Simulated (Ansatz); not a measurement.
AlBN2 (model structure, started from the BeSiN2 type, I-42d, No. 122, 8 atoms in the cell), treated with G0W0@PBEsol (plane waves, hard PAW, contour deformation; Ansatz, an electronic-structure program).

The cell is the one relaxed with PBEsol. Conventional cell: a = 4.0866 Å, b = 4.0866 Å, c = 7.6199 Å, α = 90.00°, β = 90.00°, γ = 90.00°.

One run with a 4×4×4 mesh, response cutoff 150 eV and 488 empty bands, not extrapolated in mesh or basis; no spin–orbit coupling.

Some levels at Γ in eV, each set counted from its highest filled level:

```
row  degeneracy  PBEsol  quasiparticle
---  ----------  ------  -------------
1             1  -17.59              …
2             1   -8.09              …
3             1   -5.65              …
4             2   -5.57              …
5             1   -5.47              …
6             1   -4.98              …
7             1   -4.51              …
8             2   -2.60              …
9             2   -0.09          -0.11
10            1    0.00           0.00
11            1    2.69              …
12    1 or more    5.67              …
```

Task: What belongs in the gaps?

Result: 
- 1, quasiparticle: -18.19
- 2, quasiparticle: -8.49
- 3, quasiparticle: -5.88
- 4, quasiparticle: -5.78
- 5, quasiparticle: -5.83
- 6, quasiparticle: -5.25
- 7, quasiparticle: -4.78
- 8, quasiparticle: -2.82
- 11, quasiparticle: 4.22
- 12, quasiparticle: 7.41

Levels within 5 meV count as one row.

Note: the relaxation could raise the start's symmetry but not lower it, so the cell can be a saddle point.

A model structure was made by putting elements into a prototype or built by hand; it is no filed structure, need not be a known phase, and can be a saddle point held by its symmetry.
